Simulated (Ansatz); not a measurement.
Functionals compared on NH2 on the 1x1 (110) surface of zinc-blende InP (cut with top plane In + P), one in a 2x1 cell, started at the site 'hollow In-In-P-P', in Ansatz (plane waves, PAW). The structure was relaxed with PBE; the other rows are single points on it, each with its references at the same level. Cutoff 420 eV (500 eV for r2SCAN). The points keep PBE's geometry, so the relaxation of a polaron and the settling of charge on one site are left out.

Host crystal: zinc-blende InP, with a band gap (PBE, scalar-relativistic without spin-orbit coupling).

Model: 23-atom slab, 8.9 Å thick at the start under the adsorbate (thin: gaps and levels are the slab's own), 3x4x1 mesh, Fermi-Dirac 0.01 eV, dipole correction, 8 atoms held, the rest relaxed; start symmetry kept, larger cells not searched; spin-polarised, ending with about 0.7 μB a cell, a value that depends on the mesh; orders that need a larger cell were not tried, no spin-orbit, no U, no dispersion correction. The slab shows no gap over 0.04 eV on its mesh. At the end it is bonded to P. In PBE this state lies 0.03 eV over the lowest of the starts that converged ('hollow P'). These notes are the PBE run's. r2SCAN: The program's check for a lower electronic state was not made. Adsorption energies are against NH3(g) − ½ H2(g). A negative adsorption energy means that the adsorbate is more stable on the surface than in its reference.

```json
[
 {"functional": "PBE", "adsorption energy (eV)": "1.07", "work function of the top face (eV)": "3.07", "rough cost of the single point": "–"},
 {"functional": "RPBE", "adsorption energy (eV)": "[?]", "work function of the top face (eV)": "[?]", "rough cost of the single point": "very roughly 7 core-minutes"},
 {"functional": "r2SCAN", "adsorption energy (eV)": "1.12", "work function of the top face (eV)": "3.23", "rough cost of the single point": "about 17 core-minutes (a rough figure)"}
]
```

Q: What belongs in the gaps?

A: 
- RPBE, adsorption energy (eV): 1.21
- RPBE, work function of the top face (eV): 2.97

Ansatz is an electronic-structure program.
